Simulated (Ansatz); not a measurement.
Mo: response to strain

Consider Mo in the bcc (W type) structure (space group Im-3m, No. 229; a = 3.1115 Å; relaxed with 0.1 eV smearing).

Strains are applied to the cell and any free atomic positions relax.

Level of theory: plane-wave PAW DFT at the LDA level (Ansatz, a program for electronic structure, 420 eV), no spin-orbit coupling.

Notes on the quantities. energy relative to the base: free energy F.

```json
[
 {"isotropic strain (%)": "-3", "energy relative to the base (meV/atom)": "122.3"},
 {"isotropic strain (%)": "-2.5", "energy relative to the base (meV/atom)": "83.6"},
 {"isotropic strain (%)": "-1", "energy relative to the base (meV/atom)": "?"},
 {"isotropic strain (%)": "-0.5", "energy relative to the base (meV/atom)": "3.1"},
 {"isotropic strain (%)": "0", "energy relative to the base (meV/atom)": "0.0"},
 {"isotropic strain (%)": "0.5", "energy relative to the base (meV/atom)": "3.0"},
 {"isotropic strain (%)": "1.5", "energy relative to the base (meV/atom)": "26.5"},
 {"isotropic strain (%)": "2.5", "energy relative to the base (meV/atom)": "71.3"},
 {"isotropic strain (%)": "3", "energy relative to the base (meV/atom)": "101.1"}
]
```

Fit ΔE = Aε² + Bε³ (ε in %) to the rows shown and predict the withheld row.

Least squares on the printed values gives A = 12.4 and B = -0.39 meV/atom (largest residual 0.1 meV/atom); this predicts 12.8 meV/atom, and the run gives 12.8 meV/atom, in agreement.

Stability against distortions was not tested. All final runs are without spin polarisation.
